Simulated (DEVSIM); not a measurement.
Structure: Cr/SiO2/n-Si capacitor, at 300 K.

```csv
layer (left to right),material,thickness (nm),Nd (cm⁻³)
1,SiO2,26.0,-
2,Si,400,2.1e18
```

Metal gate on the left, work function 4.5 eV. Fixed charge at the semiconductor interface 9.3e10 cm⁻² (in units of +e); no interface traps.

This is a model device: material constants are rounded textbook-type values typed into the input, and sizes, dopings and lifetimes were drawn at random. Values at 300 K.

```tsv
parameter	SiO2	Si
gap (eV)	9	1.124
affinity (eV)	0.9	4.05
permittivity	3.9	11.7
Nc (cm⁻³)	-	2.86e19
Nv (cm⁻³)	-	3.1e19
```

Model (solved in DEVSIM): 1D Poisson equation in equilibrium, Boltzmann statistics, complete ionisation; no quantum confinement or tunnelling. Metal contacts follow the ideal Schottky-Mott rule: no Fermi-level pinning, no interface dipoles.

The substrate doping was swept, all else fixed.

| substrate doping (cm^-3) | flat-band voltage (V) | minimum of the low-frequency capacitance (μF/cm²) |
|---|---|---|
| 1e17 | 0.19 | 0.0624 |
| 2.1e17 | 0.21 | 0.0741 |
| 4.2e17 | 0.23 | 0.0823 |
| 1e18 | 0.25 | 0.0942 |
| 2.1e18 | 0.27 | 0.103 |
| 4.2e18 | 0.29 | 0.110 |

From the first row to the last the flat-band voltage goes from 0.19 to 0.29. From the first row to the last the minimum of the low-frequency capacitance goes from 0.0624 to 0.110.
